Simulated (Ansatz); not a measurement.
The parent structure is a 15-atom supercell of CsPbCl₃ in the cubic perovskite structure (space group Pm-3m, No. 221; a = 5.6188 Å) at its relaxed geometry.

The values are results of PBEsol, PAW, 420 eV (Ansatz, a quantum-chemistry and plane-wave program; spin-orbit coupling left out), not measurements.

Before the change:

```
Item        Value
--------  -------
Pressure  0.0 GPa
```

The change: one Pb atom is replaced by Cs, atoms relaxed at fixed cell, starting from a slightly rattled geometry.

Predict the new pressure.

The pressure goes from zero to 1.0 GPa.

What does the calculation give for the shift of the substituted atom off its lattice site after the change?

The shift of the substituted atom off its lattice site amounts to 0.19 Å.

The magnetic state is the one reached from the starting moments; the real material's order can differ, and small cells can't hold many antiferromagnetic ones. In so small a cell the defect repeats every few ångströms: this is an ordered compound, not a dilute defect. A case with no gap was solved on a k-mesh chosen for an insulator, which is coarse for it. Starting moments died away, wholly or in part, for Cs on a Pb site (antisite); another magnetic solution may exist. Many cubic perovskites are stable only at high temperature; tilts and polar distortions were not tested. The defect cell is spin-polarised and ends with 0.0 μB. This is not the structure that CsPbCl3 has at room temperature and ambient pressure.
